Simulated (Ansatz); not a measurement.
## A computed series for Re: element substitutions

The reference is Re in the hcp (Mg type) structure (space group P6_3/mmc, No. 194; a = 2.7579 Å, c = 4.4628 Å).

Each row replaces one element on all its sites; cell and atoms are relaxed.

Computed with r2SCAN/PAW in Ansatz (a first-principles code), no spin-orbit coupling.

Candidates:
(a) Re → Al
(b) Re → Os
(c) Re → Cu
(d) Re → Pb

Base values:

The lattice parameter a comes out as 2.758 Å.

Task: Order them by lattice parameter a, highest first.

Result: (d) Re → Pb (3.513 Å), (a) Re → Al (2.818 Å), (b) Re → Os (2.738 Å), (c) Re → Cu (2.521 Å)

Stability against distortions was not tested. For Al and Cu in this form, whether it has been made was not checked. The final runs are not spin-polarised. This is not the structure that Al has at room temperature and ambient pressure. This is not the structure that Cu has at room temperature and ambient pressure. This is not the structure that Pb has at room temperature and ambient pressure.
